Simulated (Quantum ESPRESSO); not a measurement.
# How far to go with the plane-wave cutoff: Ba (Im-3m, 1 atom in the cell)

```yaml
crystal:
  lattice:
    - [2.49745, 2.49745, 2.49745]
    - [-2.49745, 2.49745, 2.49745]
    - [-2.49745, -2.49745, 2.49745]
  atoms:
    - { symbol: Ba, position: [0.00000, 0.00000, 0.00000] }
```

Method: PBE, SSSP 1.1.2 efficiency (PBE) pseudopotentials (plane waves; Quantum ESPRESSO).

Base settings: ecutwfc = 45 Ry; ecutrho = 360 Ry; occupations = smearing; smearing = gauss; degauss = 0.0073499 Ry; potentials = {Ba: Ba.pbe-spn-kjpaw_psl.1.0.0.UPF}; K_POINTS = automatic 3 3 3 0 0 0; conv_thr = 1e-10 Ry.

Moved along: ecutrho.

The second cell is the first with its lattice scaled by 0.98.

The mesh stays at the base's, so the ladder's end is converged at best in this setting alone.

Only quantities that move along the ladder and can be compared are tabulated.

The count of work is k-points × plane waves × bands × iterations; it is no time. 

The starting cell has typed, rounded lattice constants, without a prior relaxation at this level. Its lattice was rescaled by up to half a per cent. Without a gap this mesh is coarse (it stands for a supercell whose shortest vector is 13 Å).

```tsv
ecutwfc	free energy less the last step's (meV/atom)	energy of the compressed cell less the first (meV/atom)	pressure (GPa)	count of work / last
15.5 Ry	90.27	-3.72	-1.64	0.056
18 Ry	31.45	-8.84	-0.91	0.069
20 Ry	16.12	-8.33	-0.66	0.073
22 Ry	12.50	-8.61	-0.57	0.083
27 Ry	10.27	-8.71	-0.57	0.11
31 Ry	7.05	-8.83	-0.59	0.12
36 Ry	3.51	-8.84	-0.57	0.15
40 Ry	2.43	-8.82	-0.55	0.18
45 Ry	2.22	-8.83	-0.54	0.21
50 Ry	1.84	-8.82	-0.55	0.28
54 Ry	1.32	-8.82	-0.55	0.31
61 Ry	0.72	-8.80	-0.55	0.43
68 Ry	0.61	-8.81	-0.54	0.39
79 Ry	0.32	-8.81	-0.55	0.56
90 Ry	0.12	-8.81	-0.54	0.59
108 Ry	0.00	-8.82	-0.54	1.0
```

Coarsest ecutwfc that holds the energy of the compressed cell less the first within 1 meV/atom of the last step, with all finer ones: 18 Ry, at 0.069 of the last step's count of work; the step before is off by 5.1 meV/atom.

Coarsest ecutwfc that holds the pressure within 0.2 GPa of the last step, with all finer ones: 20 Ry, at 0.073 of the last step's count of work; the step before is off by 0.37 GPa.

Coarsest ecutwfc that holds the free energy within 5 meV/atom of the last step, with all finer ones: 36 Ry, at 0.15 of the last step's count of work; the step before is off by 7.0 meV/atom.

The energy difference between the two cells stays within 1 meV/atom of the last step's from 18 Ry on, the total only from 61 Ry on: much of the error is common to both cells and cancels.

Two neighbours can agree and both be off: 40 Ry and 45 Ry differ by 0.21 meV/atom in the free energy, yet lie about 2.2 meV/atom from the last step.

At the lowest cutoff the pressure lies 1.1 GPa under the last step's, the usual sign of Pulay stress in an incomplete plane-wave basis.
